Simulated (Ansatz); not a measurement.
**AlRu in the CsCl type structure (space group Pm-3m, No. 221)**

Space group Pm-3m (No. 221); a = b = c = 3.0035 Å, α = β = γ = 90.00°

| atom | site | symmetry | x | y | z |
|---|---|---|---|---|---|
| Al | 1a | m-3m | 0.0000 | 0.0000 | 0.0000 |
| Ru | 1b | m-3m | 0.5000 | 0.5000 | 0.5000 |

Level of theory: PBE in Ansatz (plane waves to 420 eV, PAW, no spin-orbit coupling), earlier PAW set. Γ-centred 15×15×15 mesh, Fermi–Dirac width 0.05 eV.

```yaml
volume_per_atom: 13.55 Å³
density: 7.85 g/cm³
band_gap: zero
total_energy: -3208.759 eV/atom (σ→0; compares only within this code and set-up)
```

No phonon test of stability was made. The final runs are not spin-polarised.

Ansatz is a quantum-chemistry and plane-wave program.
